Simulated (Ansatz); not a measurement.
Worked calculations on one periodic cell of amorphous Al28O47P2: Al28O47P2, 77 atoms, volume 897.7 Å³, made by a melt-quench on the CHGNet potential and relaxed with DFT. O atoms were pushed apart under 1.9 Å during the dynamics, to hinder bonds among them. It is a model cell: composition and starting density were chosen by hand, and all elements were melted together. Cycles of charging were run to anneal it. Method: PBE, scalar-relativistic without spin-orbit coupling (plane waves to 420 eV, PAW; Ansatz, a first-principles code). Sampling: a 2×2×2 Γ-centred mesh; Fermi-Dirac width 0.02 eV; no spin polarisation. Its volume was relaxed, its shape was free, and it stands at a mean pressure of 0.1 GPa with stress components up to 0.1 GPa; the relaxation ran on the zone centre alone. Its density went from a set 3.01 to 2.90 g/cm³. The cell is small and was quenched far faster than a real film, so it is one sample of the glass.

Task: Count formal charges (Al +3, O -2, P +5). What does the count lead one to expect at the Fermi level, and what does the calculation give?

Result: 28 × (+3) + 47 × (-2) + 2 × (+5) = 0. The charges balance, so the anion-derived valence states can be full and a gap can open. On this mesh the highest filled and lowest empty level lie 3.11 eV apart; localised defect or tail levels set that (at the zone centre the more localised edge state sits most on one O atom with neighbours Al 1.85 Å, Al 1.85 Å, Al 1.87 Å), and the nearest spread-out levels lie 3.9 eV apart.

Four energies for an added electron at PBE on the zone centre alone (charged cells in a uniform background, spin-polarised): neutral at the neutral geometry -43326.659 eV; charged at the neutral geometry -43318.723 eV; charged and relaxed -43318.904 eV; neutral at the charged geometry -43325.725 eV.

Task: Find the two relaxation energies and their sum, the reorganisation energy.

Result: On charging: -43318.723 − (-43318.904) = 0.181 eV. On discharging: -43325.725 − (-43326.659) = 0.934 eV. The sum is 1.115 eV. The carrier's level spreads over 13 of the 77 atoms' worth, so it counts as partly localised, most on one Al atom with neighbours O 1.75 Å, O 1.76 Å, O 1.78 Å, O 1.84 Å (neutral geometry). The values are uncorrected: the image energy of a point charge in this cell, 2.84 × 14.40 / (2 × 9.6) = 2.1 eV before screening, is screened by electrons alone at the fixed geometry and by ions too after relaxing, and the carrier can be spread before it relaxes, so each term can be off by up to that value times 1/ε∞, some tenths of an eV. PBE's self-interaction favours spread-out carriers, so a hybrid can localise more.

Four energies for a hole at PBE on the zone centre alone (charged cells in a uniform background, spin-polarised): neutral at the neutral geometry -43326.659 eV; charged at the neutral geometry -43331.127 eV; charged and relaxed -43331.405 eV; neutral at the charged geometry -43326.066 eV.

Task: Find the two relaxation energies and their sum, the reorganisation energy.

Result: On charging: -43331.127 − (-43331.405) = 0.278 eV. On discharging: -43326.066 − (-43326.659) = 0.593 eV. The sum is 0.871 eV. The carrier's level spreads over 4 of the 77 atoms' worth, so it counts as localised, most on one O atom with neighbours Al 1.85 Å, Al 1.85 Å, Al 1.87 Å (neutral geometry). The values are uncorrected: the image energy of a point charge in this cell, 2.84 × 14.40 / (2 × 9.6) = 2.1 eV before screening, is screened by electrons alone at the fixed geometry and by ions too after relaxing, and the carrier can be spread before it relaxes, so each term can be off by up to that value times 1/ε∞, some tenths of an eV. PBE's self-interaction favours spread-out carriers, so a hybrid can localise more.
